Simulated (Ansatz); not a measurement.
Ansatz (a first-principles code) run on Te (P3_121, 3 atoms in the cell): self-consistent single point.

Computed with PBEsol, default PAW files made with PBE (plane waves; Ansatz).

```xyz
3
Lattice="4.5774 0.0000 0.0000 -2.2887 3.9642 0.0000 0.0000 0.0000 5.8694" Properties=species:S:1:pos:R:3 pbc="T T T"
Te     1.1750     0.0000     1.9565
Te    -0.5875     1.0176     3.9129
Te     1.7012     2.9466     0.0000
```

Reference input (self-consistent single point, DFT, PBE, plane waves, default PAW files): basis.ecutwfc = 30.9 Ry; kpoints.mp_grid.grid = 7 7 5; hamiltonian.xc = pbe; hamiltonian.pseudopotentials = {kind: paw} (the program's default PAW files); scf.occupations.method = gaussian; scf.occupations.width = 0.0147 Ry. This run's input differs from it in these lines:

Ansatz 0.2 input:
```diff
@@ -16,3 +16,3 @@
 hamiltonian:
-  xc: pbe
+  xc: pbesol
   pseudopotentials:
```

Output (repeated stretches shortened):

```
SCF iter   1: F=—  HF=-20704.442696 eV  |F-HF|=—  |Δ(HF+E_count)|=         —  Δρ=1.79e-3  dr2=3.11e-3  ethr=1.77e-3  ⟨swp⟩=7.1  Hψ=4127  notcnv=0
all-band conjugate gradients solve this SCF's bands
preconditioner: auto → Resta (q_TF=auto, 2.389 Å⁻¹)
SCF iter   2: F=—  HF=-20704.440390 eV  |F-HF|=—  |Δ(HF+E_count)|=   2.31e-3  Δρ=1.16e-3  dr2=1.28e-3  ethr=6.47e-6  ⟨swp⟩=2.2  Hψ=1480  notcnv=0
   [... lines left out ...]
SCF iter   4: F=—  HF=-20704.440683 eV  |F-HF|=—  |Δ(HF+E_count)|=   9.63e-5  Δρ=1.47e-4  dr2=3.66e-5  ethr=3.44e-7  ⟨swp⟩=2.0  Hψ=1688  notcnv=0
SCF iter   5: F=—  HF=-20704.440715 eV  |F-HF|=—  |Δ(HF+E_count)|=   3.17e-5  Δρ=3.45e-5  dr2=1.73e-6  ethr=7.63e-8  ⟨swp⟩=2.3  Hψ=1352  notcnv=0
SCF iter   6: F=—  HF=-20704.440717 eV  |F-HF|=—  |Δ(HF+E_count)|=   1.47e-6  Δρ=1.37e-5  dr2=1.57e-7  ethr=3.61e-9  ⟨swp⟩=3.0  Hψ=1703  notcnv=0
SCF iter   7: F=-20704.440717 eV  HF=-20704.440717 eV  |F-HF|=5.27e-9  |Δ(HF+E_count)|=   7.00e-8  Δρ=3.24e-6  dr2=8.43e-9  ethr=2.08e-10  ⟨swp⟩=7.2  Hψ=3985  notcnv=0
SCF 1 converged in 7 iterations: F = -20704.440717 eV  dr2 = 8.43e-9
Free energy (F): -20704.440717 eV
Internal energy: -20704.440472 eV  (E = F + TS)
E sigma→0 (E₀):  -20704.440595 eV
Entropy (-TS):   -0.000244 eV (-0.081 meV/atom)
Fermi energy:    8.197355 eV
--- Forces (eV/Å), atoms counted from 1 ---
  atom   1  Te     0.24140020    -0.00000002    -0.00000000
  atom   2  Te    -0.12070009     0.20905872    -0.00000000
  atom   3  Te    -0.12070012    -0.20905870     0.00000000
--- Stress (GPa, compression-positive) ---
       -1.187845       0.000000       0.000000
        0.000000      -1.187845       0.000000
        0.000000       0.000000      -0.571905
  P = ⅓ Tr σ = -0.9825 GPa (-9.825 kbar)
  The stress holds the Pulay correction. Without it, at fixed plane waves, as pw.x and ABINIT print it: P = -1.0092 GPa
```

The run converged in 7 iterations. Against the reference run the pressure goes from 1.26 to -0.98 GPa and the largest force goes from 0.307 to 0.241 eV/Å.

The starting cell comes from a database of computed structures (which also holds hypothetical and non-ambient phases and stackings), without a prior relaxation at this level. Its lattice was rescaled by a random factor within 2.5 % of one. Ansatz's pressure includes its estimate of the finite-basis (Pulay) stress.
